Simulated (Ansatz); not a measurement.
**Short convergence ladders for Y2Fe2Si2C (Cm, 7 atoms in the cell)**

```
Y2Fe2Si2C
1.0
    5.26104    -1.95500     0.00000
    5.26104     1.95500     0.00000
   -4.26468     0.00000     5.18503
Y Fe Si C
2 2 2 1
Cartesian
  1.62238   0.00000   3.70710
  4.63502   0.00000   1.52792
  4.54823   0.00000   4.69053
  1.70916   0.00000   0.49450
  7.61244   0.00000   1.46575
 -1.35505   0.00000   3.71927
  0.00000   0.00000   0.00000
```

Base method: LDA (PW92), default PAW files made with PBE (plane waves; Ansatz, a quantum-chemistry and plane-wave program).

Base settings: basis.ecutwfc = 30.9 Ry; kpoints.mp_grid.grid = 6 6 4; hamiltonian.xc = lda; hamiltonian.pseudopotentials = {kind: paw} (the program's default PAW files); scf.occupations.method = gaussian; scf.occupations.width = 0.0073 Ry.

The count of work is k-points × plane waves × bands × iterations; it is no time. Core times come from one kind of shared machine, to one figure; runs under 30 s give none.

**Shifted k-point meshes**

In this ladder: kpoints.mp_grid.shift = 0.5 0.5 0.5.

Only quantities that move along the ladder and can be compared are tabulated.

| kpoints.mp_grid.grid | free energy less the last step's (meV/atom) | pressure (GPa) | largest difference of a force vector from the last step's (eV/Å) | count of work / last |
|---|---|---|---|---|
| 2 2 1 | -18.15 | -7.26 | 0.641 | 0.0033 |
| 3 3 2 | 0.60 | -6.55 | 0.118 | 0.010 |
| 4 4 3 | 3.44 | -6.50 | 0.051 | 0.027 |
| 5 5 4 | -0.06 | -6.54 | 0.034 | 0.050 |
| 7 7 5 | 0.52 | -6.53 | 0.009 | 0.12 |
| 15 15 10 | 0.00 | -6.53 | 0.000 | 1.0 |

Coarsest kpoints.mp_grid.grid that holds the forces within 0.02 eV/Å of the last step, with all finer ones: 7 7 5, at 0.12 of the last step's count of work; the step before is off by 0.034 eV/Å.

Coarsest kpoints.mp_grid.grid that holds the free energy within 5 meV/atom of the last step, with all finer ones: 3 3 2, at 0.010 of the last step's count of work; the step before is off by 18 meV/atom.

Coarsest kpoints.mp_grid.grid that holds the pressure within 0.1 GPa of the last step, with all finer ones: 3 3 2, at 0.010 of the last step's count of work; the step before is off by 0.73 GPa.

**The k-point mesh at a smearing width of 0.3 eV**

In this ladder: scf.occupations.width = 0.022 Ry.

Only quantities that move along the ladder and can be compared are tabulated.

| kpoints.mp_grid.grid | free energy less the last step's (meV/atom) | largest difference of a force vector from the last step's (eV/Å) | count of work / last |
|---|---|---|---|
| 3 3 3 | 8.76 | 0.073 | 0.0090 |
| 4 4 3 | 2.72 | 0.015 | 0.015 |
| 5 5 4 | -0.53 | 0.015 | 0.030 |
| 7 7 5 | 0.28 | 0.002 | 0.064 |
| 15 15 10 | 0.00 | 0.000 | 0.54 |
| 18 18 13 | 0.00 | 0.000 | 1.0 |

Coarsest kpoints.mp_grid.grid that holds the forces within 0.02 eV/Å of the last step, with all finer ones: 4 4 3, at 0.015 of the last step's count of work; the step before is off by 0.073 eV/Å.

Coarsest kpoints.mp_grid.grid that holds the free energy within 1 meV/atom of the last step, with all finer ones: 5 5 4, at 0.030 of the last step's count of work; the step before is off by 2.7 meV/atom.

**The width of Methfessel-Paxton smearing**

In this ladder: kpoints.mp_grid.grid = 10 10 7; scf.occupations.method = methfessel_paxton.

Narrow widths need finer meshes than wide ones, so the last steps can hold mesh noise.

Only quantities that move along the ladder and can be compared are tabulated; pressure and forces are left out, as mesh noise rules them at narrow widths.

| scf.occupations.width | free energy less the last step's (meV/atom) | core time / last (rough) |
|---|---|---|
| 0.0735 Ry | 18.35 | 1 |
| 0.0367 Ry | 2.05 | 1 |
| 0.022 Ry | 0.30 | 1.0 |
| 0.0073 Ry | 0.00 | 1 |

Widest scf.occupations.width that holds the free energy within 1 meV/atom of the last step, with all finer ones: 0.022 Ry; the step before is off by 2.0 meV/atom.

On the base run: the starting cell comes from a database of computed structures (which also holds hypothetical and non-ambient phases and stackings), without a prior relaxation at this level. Its lattice was rescaled by up to half a per cent. One atom was moved a little off its site on purpose. Spin polarisation is off. In the base run, with a pressure of about -7 GPa the cell is away from its equilibrium volume at this level. Ansatz's pressure includes its estimate of the finite-basis (Pulay) stress.

Left out of this page: 2 runs of the series outside the window shown, repeating another row's setting, or not comparable.

Keys are those of Ansatz 0.2.
